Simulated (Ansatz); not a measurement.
Structure of amorphous Si54O48N40 (periodic cell):

```
CELL_PARAMETERS angstrom
     12.32097     0.03175     0.20290
      0.03175    12.41442    -0.03758
      0.20290    -0.03758    12.31281
ATOMIC_POSITIONS crystal
  Si 0.17116 0.32557 0.86441
  Si 0.50037 0.79627 0.49026
  Si 0.38561 0.50614 0.20575
  Si 0.59610 0.45687 0.71300
  Si 0.28223 0.10580 0.90321
  Si 0.69540 0.80662 0.44871
  Si 0.17177 0.96551 0.80386
  Si 0.75484 0.88137 0.67617
  Si 0.97407 0.92227 0.95116
  Si 0.57634 0.29868 0.88662
  Si 0.85261 0.48097 0.21057
  Si 0.60552 0.37513 0.47315
  Si 0.44636 0.44038 0.57409
  Si 0.61171 0.45191 0.07959
  Si 0.51460 0.86719 0.71465
  Si 0.23072 0.17618 0.66339
  Si 0.09397 0.37998 0.65600
  Si 0.34770 0.70469 0.81479
  Si 0.79430 0.56560 0.84522
  Si 0.85371 0.14504 0.98529
  Si 0.41456 0.20112 0.48331
  Si 0.96986 0.94091 0.70090
  Si 0.95629 0.71608 0.72990
  Si 0.09116 0.71024 0.48247
  Si 0.03450 0.09088 0.11907
  Si 0.17396 0.90124 0.05814
  Si 0.72778 0.31485 0.33149
  Si 0.92450 0.86952 0.47186
  Si 0.39596 0.45956 0.83761
  Si 0.32965 0.61830 0.42499
  Si 0.18745 0.76840 0.64456
  Si 0.83812 0.13352 0.73493
  Si 0.65102 0.11941 0.16291
  Si 0.27206 0.28654 0.28751
  Si 0.80848 0.75029 0.04665
  Si 0.88132 0.70956 0.29662
  Si 0.23000 0.51623 0.01978
  Si 0.04500 0.45414 0.02528
  Si 0.78575 0.31529 0.14655
  Si 0.98936 0.05891 0.34821
  Si 0.17715 0.17043 0.41785
  Si 0.72413 0.93723 0.02235
  Si 0.19751 0.26867 0.07866
  Si 0.59915 0.02606 0.39840
  Si 0.01621 0.08177 0.56238
  Si 0.11215 0.70777 0.94075
  Si 0.92493 0.34388 0.82572
  Si 0.56597 0.61240 0.88895
  Si 0.56809 0.81367 0.01010
  Si 0.32878 0.72062 0.05324
  Si 0.60954 0.08329 0.74788
  Si 0.52769 0.07529 0.97249
  Si 0.70508 0.17046 0.55053
  Si 0.20217 0.49974 0.53924
  O  0.80274 0.20416 0.62952
  O  0.38343 0.59550 0.30227
  O  0.39580 0.72926 0.44713
  O  0.28866 0.23330 0.16392
  O  0.26488 0.44877 0.88833
  O  0.95026 0.47525 0.11491
  O  0.62573 0.33900 0.00352
  O  0.03802 0.70814 0.83481
  O  0.08387 0.21038 0.10832
  O  0.95627 0.09760 0.22841
  O  0.87260 0.57765 0.29631
  O  0.88179 0.73160 0.15923
  O  0.50949 0.99723 0.74879
  O  0.50216 0.45377 0.16355
  O  0.49767 0.10449 0.44033
  O  0.86833 0.61909 0.74625
  O  0.70520 0.06481 0.46883
  O  0.14991 0.50551 0.66615
  O  0.39558 0.07486 0.95447
  O  0.21940 0.97641 0.93818
  O  0.59989 0.15899 0.63799
  O  0.95103 0.13069 0.45679
  O  0.27543 0.68723 0.70485
  O  0.12303 0.06158 0.35975
  O  0.21133 0.87918 0.71302
  O  0.44837 0.85090 0.60078
  O  0.14411 0.37867 0.52451
  O  0.92899 0.94362 0.36031
  O  0.25872 0.82074 0.11689
  O  0.64024 0.41919 0.35068
  O  0.80670 0.64482 0.95886
  O  0.45550 0.36261 0.90462
  O  0.13416 0.00153 0.13409
  O  0.63471 0.34484 0.77425
  O  0.14330 0.27003 0.33087
  O  0.84161 0.44435 0.87047
  O  0.62687 0.03951 0.26633
  O  0.58511 0.55618 0.00646
  O  0.59499 0.73702 0.90534
  O  0.86509 0.25513 0.05888
  O  0.60795 0.71346 0.49339
  O  0.42510 0.80984 0.80318
  O  0.53906 0.13042 0.09355
  O  0.76771 0.76370 0.34141
  O  0.45105 0.76918 0.06002
  O  0.35182 0.18058 0.60345
  O  0.19380 0.79703 0.51319
  O  0.31570 0.40890 0.26617
  N  0.23717 0.08440 0.77324
  N  0.63977 0.82217 0.70227
  N  0.73984 0.45083 0.12917
  N  0.68503 0.81210 0.08511
  N  0.69289 0.23769 0.21641
  N  0.18794 0.29611 0.72955
  N  0.58768 0.94832 0.97562
  N  0.00948 0.93737 0.56108
  N  0.59229 0.47037 0.57361
  N  0.31321 0.20266 0.39085
  N  0.58277 0.89104 0.42065
  N  0.03871 0.93841 0.82241
  N  0.96903 0.35327 0.69746
  N  0.47416 0.32594 0.49377
  N  0.23285 0.22899 0.94597
  N  0.44733 0.44038 0.71173
  N  0.84656 0.87117 0.97697
  N  0.32393 0.58169 0.09614
  N  0.65753 0.55417 0.79737
  N  0.85591 0.20832 0.85527
  N  0.25845 0.71896 0.92881
  N  0.70131 0.27497 0.46264
  N  0.79399 0.85844 0.53187
  N  0.74900 0.07096 0.05973
  N  0.10799 0.58020 0.99750
  N  0.97718 0.74618 0.40542
  N  0.16937 0.40476 0.07653
  N  0.96672 0.05601 0.00457
  N  0.58075 0.15955 0.87002
  N  0.06956 0.83001 0.00821
  N  0.14347 0.14527 0.55690
  N  0.05586 0.71252 0.62590
  N  0.88068 0.83742 0.72726
  N  0.84884 0.35546 0.26927
  N  0.74236 0.02550 0.74028
  N  0.95884 0.08040 0.69046
  N  0.42933 0.59537 0.85772
  N  0.34367 0.51397 0.51905
  N  0.18227 0.60393 0.44579
  N  0.04077 0.36797 0.91112
```

Methods: PBE, scalar-relativistic without spin-orbit coupling (Ansatz, a first-principles code); r2SCAN, scalar-relativistic without spin-orbit coupling (Ansatz); HSE06, scalar-relativistic without spin-orbit coupling (Ansatz). Neutral PBE cell, which sets geometry, pressure and energy: sampling: a 2×2×2 Γ-centred mesh; Fermi-Dirac width 0.02 eV; no spin polarisation. Exact exchange is cut at the faces of this 12 Å cell, which leaves hybrid gaps a finite-size error.

It comes from a melt-quench run on a machine-learned potential (CHGNet), relaxed afterwards by DFT. O and N atoms were pushed apart under 1.9 Å during the dynamics, to hinder bonds among them. The hot cell started wider than the set density and was brought back towards it in steps. It is the lowest in DFT energy of 4 quenches. It is a model cell: composition and starting density were chosen by hand, and all elements were melted together. No dispersion term was used. Its density started from a set value of 2.51 and ended at 2.51 g/cm³. The simulated quench (nominally 180 K/ps over its main leg) is rapid and tends to freeze in more defects than a deposited or slowly cooled glass has. Values belong to this one cell and scatter from quench to quench. The volume was held where the preparation left it and the shape relaxed.

Question: Give the pressure and the spacing of the highest filled and lowest empty levels.

Answer: 
| Item | Result |
|---|---|
| Pressure on a 2×2×2 Γ-centred mesh | -1.89 GPa |
| Largest force and stress component on that mesh (the relaxation ran on the zone centre alone) | 0.03 eV/Å and 1.9 GPa |
| Level gap on a 2×2×2 Γ-centred mesh (PBE) | 2.50 eV |
| Level gap at the zone centre (PBE) | 2.50 eV |
| Level gap at the zone centre (r2SCAN) | 3.00 eV |
| Level gap at the zone centre (HSE06) | 3.91 eV |
| Distance between the nearest levels spread over more than a fifth of the atoms or a third of the atoms of their main element (six at least) (PBE, zone centre) | 3.41 eV |

Question: At PBE and the zone centre, how localised are the states just below and above the Fermi level (participation number: the atoms over which a state spreads)?

Answer: The highest filled state is spread over 2.2 atoms' worth, largest on N104, with weights by element (charge in smoothed Voronoi cells) N 0.75, O 0.13, Si 0.12. The lowest empty state is spread over 74.8 atoms' worth, largest on Si37, with weights by element (charge in smoothed Voronoi cells) Si 0.42, O 0.30, N 0.28.

At PBE the levels at the filled edge of the gap are localised (band-tail or defect states), and the nearest spread-out levels lie 3.4 eV apart at the zone centre.

Neighbours within Si-Si 2.60 Å, Si-O 2.06 Å, Si-N 2.08 Å, O-O 1.58 Å, O-N 1.64 Å, N-N 1.70 Å count as bonded. Two cations that share two anions don't count as bonded, nor two that share one unless they lie closer than Si-Si 2.38 Å.

A PBE run started with 1 μB on atoms that lack a bond or may hold spare charge lost its moments; other starts weren't tried.
